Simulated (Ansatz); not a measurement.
Effect of isotropic strain +0.86 % on TiSi2

The parent structure is TiSi$_{2}$ (space group Fddd, No. 70; a = 4.779 Å, b = 8.230 Å, c = 8.521 Å).

The change: the cell is scaled by 1.0086 in all directions, atoms relaxed at fixed cell.

All numbers come from r2SCAN (Ansatz, an electronic-structure program, PAW, without spin-orbit coupling). Settings: 13×13×13 k-points, 0.05 eV Fermi–Dirac smearing.

| quantity | base | changed | shift |
|---|---|---|---|
| space group | Fddd (No. 70) | Fddd (No. 70) | – |
| energy relative to the base (free energy F) | 0 meV/atom | +4.3 meV/atom | +4.3 meV/atom |
| pressure (mean of the normal stresses, compression positive) | 0.0 GPa | -3.7 GPa | -3.7 GPa |
| band gap | zero | zero | – |

Final structure:

```yaml
crystal:
  lattice:
    - [0.00000, 4.15016, 4.29694]
    - [2.41012, 0.00000, 4.29694]
    - [2.41012, 4.15016, 0.00000]
  atoms:
    - { symbol: Si, position: [0.66221, 0.33779, 0.66221] }
    - { symbol: Si, position: [0.33779, 0.66221, 0.33779] }
    - { symbol: Si, position: [0.58779, 0.91221, 0.58779] }
    - { symbol: Si, position: [0.91221, 0.58779, 0.91221] }
    - { symbol: Ti, position: [0.00000, 0.00000, 0.00000] }
    - { symbol: Ti, position: [0.25000, 0.25000, 0.25000] }
```

Whether these cells are dynamically stable was not tested. All final runs are without spin polarisation.
